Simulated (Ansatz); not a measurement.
W, pressure series

The reference is W in the bcc (W type) structure (space group Im-3m, No. 229; a = 3.1693 Å).

Cell and atoms are relaxed at each pressure.

Computed with r2SCAN, PAW, 500 eV (Ansatz, a first-principles code; no SOC).

| pressure (GPa) | volume per atom (Å³/atom) |
|---|---|
| -2 | 16.019 |
| -1 | 15.968 |
| 0 | 15.917 |
| 0.9 | 15.872 |
| 2.1 | ? |
| 9 | 15.495 |
| 15 | 15.242 |
| 22.5 | 14.955 |
| 30 | 14.692 |

Problem. Fit the third-order Birch–Murnaghan form P(V) = (3B₀/2)[(V₀/V)^(7/3) − (V₀/V)^(5/3)]·[1 + (3/4)(B₀′ − 4)((V₀/V)^(2/3) − 1)] (squares taken in P) to the rows shown and predict the withheld row.

Solution. Least squares on the printed values gives V₀ = 15.917 Å³/atom, B₀ = 316 GPa, B₀′ = 4.2; this predicts 15.813 Å³/atom, and the run gives 15.814 Å³/atom, in agreement.

Load acts through the strain it causes; cell and atoms are relaxed under it. No phonon test of stability was made. Competing high-pressure phases were not computed. All final runs are without spin polarisation.
